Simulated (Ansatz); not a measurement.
CsCl-type AuZn (cubic form, which distorts at low temperature) was calculated with revPBE (PAW; Ansatz, a first-principles code).

Numerical settings: plane-wave cutoff 520 eV, 18×18×18 k mesh, Fermi–Dirac smearing 0.05 eV, scalar-relativistic PAW data made under PBE.

Pressure at four volumes; x = ln(V/16.546 Å³). One pressure is withheld.

```json
[
 {"V (Å³/atom)": "15.553", "x": "-0.0619", "P (GPa)": "?"},
 {"V (Å³/atom)": "15.884", "x": "-0.0408", "P (GPa)": "4.93"},
 {"V (Å³/atom)": "16.546", "x": "0.0000", "P (GPa)": "0.05"},
 {"V (Å³/atom)": "17.539", "x": "0.0583", "P (GPa)": "-5.22"}
]
```

### Question
Pass a parabola P(x) through the three rows shown, estimate the bulk modulus and its pressure derivative near zero pressure, and predict the withheld pressure.

### Answer
Slopes between the rows: (0.05 − (4.93))/(0.0000 − (-0.0408)) = -119.61 and (-5.22 − (0.05))/(0.0583 − (0.0000)) = -90.39 GPa. Their difference over the span 0.0991 is c = 29.22/0.0991 = 294.9 GPa, so P(x) = 4.93 + (-119.61)(x − (-0.0408)) + 294.9 (x − (-0.0408))(x − (0.0000)). At the middle row B = −dP/dx = −[-119.61 + 294.9 × 0.0408] = 107.6 GPa, and B′ = dB/dP = 2c/B = 5.5. At x = -0.0619 the parabola gives 7.84 GPa; the run gives 7.90 GPa. The Birch–Murnaghan fit to the energies at all volumes has B0 = 106 GPa and B′ = 5.6.

Measured, for comparison: bulk modulus 131 GPa (temperature not stated, not corrected to a static lattice; as tabulated in Nepal et al. (2020), arXiv:2007.11150). Computed (rounded) less measured: bulk modulus -19 %.

Note: symmetry holds this phase in the static calculation, where it need not be a minimum.

Spin–orbit coupling is not included; it can shift volumes and moduli of such heavy elements.
